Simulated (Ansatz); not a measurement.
# Mg: pressure series

Start from Mg in the hcp (Mg type) structure (space group P6_3/mmc, No. 194; a = 3.186 Å, c = 5.224 Å).

Cell and atoms are relaxed at each pressure.

Method: PBE/PAW in Ansatz (a quantum-chemistry and plane-wave program), no spin-orbit coupling.

Notes on the quantities. enthalpy: H = E + PV relative to the base's energy.

```tsv
variant	shortest interatomic distance	enthalpy
base	3.186 Å	–
pressure −2 GPa	3.252 Å	-0.30 eV/atom
pressure −1 GPa	3.217 Å	-0.15 eV/atom
pressure 0.3 GPa	3.178 Å	+0.04 eV/atom
pressure 0.7 GPa	3.167 Å	+0.10 eV/atom
pressure 1.5 GPa	3.147 Å	+0.21 eV/atom
pressure 3 GPa	3.113 Å	+0.41 eV/atom
pressure 5 GPa	3.074 Å	+0.68 eV/atom
pressure 7.5 GPa	3.031 Å	+0.99 eV/atom
pressure 10 GPa	2.993 Å	+1.29 eV/atom
```

Load acts through the strain it causes; cell and atoms are relaxed under it. Whether these cells are dynamically stable was not tested. Competing high-pressure phases were not computed.
